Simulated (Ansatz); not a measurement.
The reference is MgTe in the wurtzite structure (space group P6_3mc, No. 186).

```
CELL_PARAMETERS angstrom
      4.50890     0.00000     0.00000
     -2.25445     3.90482     0.00000
      0.00000     0.00000     7.33770
ATOMIC_POSITIONS crystal
  Mg 0.33333 0.66667 0.99977
  Mg 0.66667 0.33333 0.49977
  Te 0.33333 0.66667 0.37623
  Te 0.66667 0.33333 0.87623
```

The values are results of LDA in Ansatz (plane waves to 420 eV, PAW, no SOC), not measurements.

Before the change:

- Pressure = 0.0 kbar

It is then changed as follows: the cell is scaled by 0.9760 in all directions; the atoms relax in the strained cell.

**Question.** Predict the new energy relative to the base and pressure.

**Answer.** The energy increases by 22 meV/atom; the pressure (mean of the normal stresses, compression positive) goes from zero to 32.9 kbar.

No phonon test of stability was made.

Ansatz is an electronic-structure program.
